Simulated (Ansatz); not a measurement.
Cell of rutile-type MgF2 (0 0 1) on zinc-blende InSb (0 0 1) (film strained to the substrate, started from cuts of the bulks and a machine-learned relaxation; metallic at this level, with no gap by band count; slabs In4Sb4 and Mg8F16, which can lie off the formulas), relaxed at this level with a, b, gamma of the cell held:

```
CELL_PARAMETERS angstrom
      4.69318    -0.00003    -0.04813
     -0.00002     4.69342    -0.00471
      0.88862     0.36297    26.92723
ATOMIC_POSITIONS crystal
  In 0.90081 0.03688 0.24763
  In 0.41729 0.54943 0.12307
  In 0.37476 0.01885 0.46624
  In 0.38731 0.52933 0.37168
  Sb 0.90781 0.54122 0.18648
  Sb 0.40920 0.05278 0.06257
  Sb 0.87909 0.52048 0.44025
  Sb 0.39312 0.03362 0.30979
  Mg 0.36387 0.01230 0.60563
  Mg 0.86886 0.51548 0.55451
  F  0.66678 0.71255 0.60757
  F  0.16881 0.80718 0.54891
  F  0.57228 0.22441 0.54919
  F  0.05954 0.31107 0.60743
  Mg 0.34879 0.00313 0.72197
  Mg 0.85609 0.50737 0.66690
  F  0.65255 0.70059 0.72224
  F  0.16074 0.80972 0.66326
  F  0.55154 0.20556 0.66333
  F  0.04464 0.30562 0.72224
  Mg 0.33340 0.99452 0.83603
  Mg 0.84069 0.49863 0.78202
  F  0.63698 0.69279 0.83760
  F  0.14481 0.80187 0.77835
  F  0.53772 0.19618 0.77839
  F  0.03128 0.29797 0.83763
  Mg 0.32282 0.99135 0.94589
  Mg 0.82603 0.49122 0.90029
  F  0.60138 0.69790 0.95200
  F  0.12670 0.79166 0.89281
  F  0.52767 0.19206 0.89220
  F  0.03015 0.27077 0.95201
```

Computed with PBE (plane waves to 420 eV, PAW; Ansatz, a quantum-chemistry and plane-wave program). Spin–orbit coupling is left out; the runs are not spin-polarised. Its k-point mesh 5×5×1, Fermi–Dirac width 0.05 eV.

Problem. Give the plane-averaged electrostatic potential energy of an electron along the normal (the smooth PAW potential), about its mean over the cell.

Solution. (z (Å), V (eV)): (0.000, 6.98); (0.281, 6.72); (0.561, 5.89); (0.842, 4.18); (1.263, 1.52); (1.543, 0.60); (1.824, 0.30); (2.104, 0.48); (2.385, 0.85); (2.665, 0.65); (2.946, -0.10); (3.367, -0.60); (3.647, -0.11); (3.928, 0.86); (4.209, 1.29); (4.489, 0.79); (4.770, 0.27); (5.050, 0.08); (5.471, 0.39); (5.752, 0.74); (6.032, 0.42); (6.313, -0.44); (6.594, -0.96); (6.874, -0.81); (7.295, 0.43); (7.576, 0.79); (7.856, 0.37); (8.137, -0.03); (8.417, -0.12); (8.698, 0.10); (8.978, 0.57); (9.399, 0.30); (9.680, -0.60); (9.960, -1.01); (10.241, -0.69); (10.522, 0.36); (10.802, 1.46); (11.083, 1.12); (11.504, -1.02); (11.784, -2.92); (12.065, -4.73); (12.345, -5.22); (12.626, -3.97); (12.906, -1.57); (13.187, 0.99); (13.608, 3.80); (13.889, 4.12); (14.169, 2.93); (14.450, -1.22); (14.730, -4.71); (15.011, -4.69); (15.291, -1.02); (15.712, 1.46); (15.993, -2.47); (16.273, -5.17); (16.554, -3.88); (16.835, 0.34); (17.115, 3.26); (17.396, 0.69); (17.817, -4.53); (18.097, -3.91); (18.378, 0.12); (18.658, 2.96); (18.939, 0.72); (19.219, -3.38); (19.500, -4.59); (19.921, 0.48); (20.201, 3.62); (20.482, 1.26); (20.763, -2.81); (21.043, -4.41); (21.324, -1.96); (21.745, 3.28); (22.025, 1.27); (22.306, -2.83); (22.586, -4.06); (22.867, -1.28); (23.148, 3.07); (23.428, 3.69); (23.849, -1.85); (24.130, -3.98); (24.410, -2.34); (24.691, 1.57); (24.971, 1.98); (25.252, -1.78); (25.532, -3.87); (25.953, 0.12); (26.234, 4.59); (26.514, 6.47); (26.795, 6.94)
